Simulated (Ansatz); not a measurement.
Results of r²SCAN+rVV10 (Ansatz, a quantum-chemistry and plane-wave program, PAW) for zinc-blende KI (model structure).

Numerical settings: plane-wave cutoff 500 eV, 8×8×8 k mesh, gaussian smearing 0.02 eV, scalar-relativistic PAW data made under PBE.

Cell (relaxed at this level):

```cif
data_I4K4
_chemical_formula_sum 'K4 I4'
_space_group_name_H-M_alt 'F-43m'
_space_group_IT_number 216
_space_group_name_Hall 'F -4 2 3'
_cell_length_a 7.84972
_cell_length_b 7.84972
_cell_length_c 7.84972
_cell_angle_alpha 90.000
_cell_angle_beta 90.000
_cell_angle_gamma 90.000
loop_
_atom_site_label
_atom_site_type_symbol
_atom_site_symmetry_multiplicity
_atom_site_Wyckoff_symbol
_atom_site_fract_x
_atom_site_fract_y
_atom_site_fract_z
_atom_site_occupancy
K1 K 4 a 0.00000 0.00000 0.00000 1
I1 I 4 d 0.75000 0.75000 0.75000 1
```
(The calculation used a cell of 2 atoms; values per cell refer to that cell.)

**Question.** Give the computed band gap.

**Answer.** 
- band gap = 4.37 eV (on the SCF k mesh)

Note: the relaxation could raise the start's symmetry but not lower it, so the cell can be a saddle point.

Spin–orbit coupling is not included; with these elements it can move the gap by several tenths of an eV or more.

Computed values are for the static lattice.

The result took around 100 core-seconds (rough).

A model structure was made by putting elements into a prototype or built by hand; it is no filed structure, need not be a known phase, and can be a saddle point held by its symmetry.
